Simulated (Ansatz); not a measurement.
# A computed series for PbSe: response to strain

The reference is PbSe in the rock salt structure (space group Fm-3m, No. 225).

PbSe is modelled in the cubic space group Fm-3m (No. 225), the rock salt structure, Pearson symbol cF8. Cell: a = 6.1780 Å, b = 6.1780 Å, c = 6.1780 Å, α = 90.00°, β = 90.00°, γ = 90.00°. Pb on 4a has 6 Se at 3.089 Å (octahedral). Se on 4b has 6 Pb at 3.089 Å (octahedral). (Neighbours: up to the widest gap in distance over summed covalent radii, below 1.35, at either atom; cation-cation and far metal-metal contacts left out.)
(The calculation used a cell of 2 atoms; values per cell refer to that cell.)

Strains are applied to the cell and any free atomic positions relax.

Computed with r2SCAN, PAW, 500 eV (Ansatz, a quantum-chemistry and plane-wave program; without spin-orbit coupling).

| variant | electron mass | shortest interatomic distance | hole mass |
|---|---|---|---|
| base | 0.19 mₑ along k, 0.14 mₑ across (at L) | 308.9 pm | 0.24 mₑ along k, 0.11 mₑ across (at L) |
| isotropic strain +0.50 % | 0.20 mₑ along k, 0.14 mₑ across (at L) | 310.4 pm | 0.26 mₑ along k, 0.12 mₑ across (at L) |
| isotropic strain +1.00 % | 0.21 mₑ along k, 0.14 mₑ across (at L) | 312.0 pm | 0.28 mₑ along k, 0.12 mₑ across (at L) |
| isotropic strain +1.50 % | 0.22 mₑ along k, 0.14 mₑ across (at L) | 313.5 pm | 0.30 mₑ along k, 0.13 mₑ across (at L) |
| isotropic strain +2.00 % | 0.23 mₑ along k, 0.14 mₑ across (at L) | 315.1 pm | 0.32 mₑ along k, 0.13 mₑ across (at L) |
| isotropic strain +2.50 % | 0.24 mₑ along k, 0.14 mₑ across (at L) | 316.6 pm | 0.34 mₑ along k, 0.14 mₑ across (at L) |
| isotropic strain +3.00 % | 0.25 mₑ along k, 0.14 mₑ across (at L) | 318.2 pm | 0.36 mₑ along k, 0.14 mₑ across (at L) |

With Pb present, leaving out spin-orbit coupling can change the band edges. Effective masses come from finite differences of ±0.01 Å⁻¹. Along k means along the line from Γ to the band edge. Whether these cells are dynamically stable was not tested.
